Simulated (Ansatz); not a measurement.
```
CELL_PARAMETERS angstrom
      5.79270     0.00000     0.00000
      0.00000     5.79270     0.00000
      2.89635    -2.89635     5.49296
ATOMIC_POSITIONS crystal
  Cu 0.25000 0.25000 0.50000
  Cu 0.00000 0.00000 0.00000
  Ga 0.75000 0.75000 0.50000
  Ga 0.50000 0.50000 0.00000
  Se 0.37029 0.62500 0.75000
  Se 0.87971 0.12500 0.75000
  Se 0.12500 0.37029 0.25000
  Se 0.62500 0.87971 0.25000
```

No spin polarisation.

Calculations: Kohn–Sham DFT with the PBE functional, run in Ansatz (a program for electronic structure) with PAW and 420 eV plane waves, no spin-orbit coupling. k-mesh 8×8×8 (Γ-centred); smearing 0.05 eV (Fermi–Dirac).

### Question
Estimate the space group.

### Answer
I-42d (No. 122).

### Question
What is the computed pressure (mean of the normal stresses, compression positive)?

### Answer
-1.0 GPa.

The cells carry an imposed strain or load. Whether these cells are dynamically stable was not tested. The final runs are not spin-polarised. The cell was made from GaCuSe$_{2}$ in the chalcopyrite structure (space group I-42d, No. 122) by this change: biaxial strain +2.13 %, plane normal [001], relaxed out of plane.
